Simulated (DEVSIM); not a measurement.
Structure: Co/Al2O3/p-Si capacitor, at 300 K.

| layer (left to right) | material | thickness (nm) | Na (cm⁻³) |
|---|---|---|---|
| 1 | Al2O3 | 8.30 | - |
| 2 | Si | 13000 | 1.9e15 |

Metal gate on the left, work function 5 eV. Fixed charge at the semiconductor interface -6.2e10 cm⁻² (in units of +e); interface traps 3.1e11 cm⁻² eV⁻¹, uniform in energy, neutral level at 0.7 of the gap above the valence band.

The device is made up for the run: typed textbook-type constants, with dimensions and the other settings drawn at random. Values at 300 K.

| parameter | Al2O3 | Si |
|---|---|---|
| gap (eV) | 6.8 | 1.124 |
| affinity (eV) | 1.35 | 4.05 |
| permittivity | 9 | 11.7 |
| Nc (cm⁻³) | - | 2.86e19 |
| Nv (cm⁻³) | - | 3.1e19 |

Model (solved in DEVSIM): 1D Poisson equation in equilibrium, Boltzmann statistics, complete ionisation; no quantum confinement or tunnelling. Metal contacts follow the ideal Schottky-Mott rule: no Fermi-level pinning, no interface dipoles.

Base results: capacitance of the dielectric stack (μF/cm²) 0.960; flat-band voltage (V) 0.06; threshold voltage (band bending 2φF) (V) 0.74.

Problem. What follows from this one change: Al2O3 thickness 0.0083 → 0.0058 μm?

Solution. capacitance of the dielectric stack 0.960 → 1.37 μF/cm²; flat-band voltage little changed (0.06 V); threshold voltage (band bending 2φF) 0.74 → 0.73 V.

Problem. What follows from this one change: fixed charge -6.2e+10 → -2.252e+12 cm^-2?

Solution. capacitance of the dielectric stack little changed (0.960 μF/cm²); flat-band voltage 0.06 → 0.42 V; threshold voltage (band bending 2φF) 0.74 → 1.10 V.

Problem. What follows from this one change: gate work function 5 → 5.15 eV?

Solution. capacitance of the dielectric stack little changed (0.960 μF/cm²); flat-band voltage 0.06 → 0.21 V; threshold voltage (band bending 2φF) 0.74 → 0.89 V.
